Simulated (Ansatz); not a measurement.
**Carrier properties of MgV2O6 (C2/m)**

```yaml
crystal:
  lattice:
    - [4.93026, -1.73276, 0.35165]
    - [4.93026, 1.73276, 0.35165]
    - [-1.48915, 0.00000, 6.83293]
  atoms:
    - { symbol: Mg, position: [0.00000, 0.00000, 0.50000] }
    - { symbol: V, position: [0.74398, 0.74398, 0.80991] }
    - { symbol: V, position: [0.25602, 0.25602, 0.19009] }
    - { symbol: O, position: [0.22182, 0.22182, 0.89385] }
    - { symbol: O, position: [0.77818, 0.77818, 0.10615] }
    - { symbol: O, position: [0.11293, 0.11293, 0.28000] }
    - { symbol: O, position: [0.88707, 0.88707, 0.72000] }
    - { symbol: O, position: [0.61429, 0.61429, 0.62634] }
    - { symbol: O, position: [0.38571, 0.38571, 0.37366] }
```

These are PBEsol, rigid bands (plane waves, PAW, scalar-relativistic; Ansatz, an electronic-structure program) values and carry that method's errors. How the cell was made: cell and atoms relaxed with PBEsol.

The band gap is 2.55 eV and the electron conductivity mass (300 K, dilute) comes out as 6.3 (x), 1.74 (y), 4.5 (z) mₑ. The hole conductivity mass (300 K, dilute) is 4.0 (x), 3.2 (y), 5.6 (z) mₑ, the effective density of states N_c (300 K) is 5.0e20 cm⁻³ and the effective density of states N_v (300 K) is 1.9e20 cm⁻³. The density-of-states mass, electrons is 7.3 mₑ and the density-of-states mass, holes comes out as 3.9 mₑ. The Seebeck coefficient, n-type 1e19 cm⁻³, 300 K is -523 μV/K and the Seebeck coefficient, p-type 1e19 cm⁻³, 300 K is 458 μV/K.

Rigid bands; masses and Seebeck coefficients take one relaxation time τ for all states and one kind of carrier; polarons and phonon drag are left out. Spin-orbit coupling is left out; where it splits the top of the valence band, N_v and the p-type Seebeck coefficient come out somewhat high without it.

Formula and space group known from diffraction (Crystallography Open Database), not checked to be the room-temperature form: MgV2O6 (C2/m). Treated as nonmagnetic, magnetic states not searched for: MgV2O6 (C2/m).
